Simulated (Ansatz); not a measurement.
Consider WO$_{3}$ (space group Cmcm, No. 63; a = 5.454 Å, b = 5.474 Å, c = 7.460 Å; a cell from a computed database, its experimental status unchecked).

One thing is altered: cell and atoms relaxed at a pressure of 10 GPa.

Levels (all Ansatz, a program for electronic structure, PAW): PBEsol (420 eV, scalar-relativistic without spin-orbit coupling); HSE06 (420 eV, without spin-orbit coupling).

The geometry is relaxed with PBEsol.

| Property | Value |
|---|---|
| PBEsol band gap | 1.26 eV |

Question: Predict the band gap from HSE06.

Answer: The band gap rises by 1.25 eV, from 1.26 eV to 2.51 eV.

Single points use the geometry relaxed with PBEsol. The hybrid gap comes from the SCF mesh plus the semilocal run's edge points and a few special points and is an upper bound. With W present, leaving out spin-orbit coupling can change the band edges. Load acts through the strain it causes; cell and atoms are relaxed under it. Whether these cells are dynamically stable was not tested. Competing high-pressure phases were not computed.
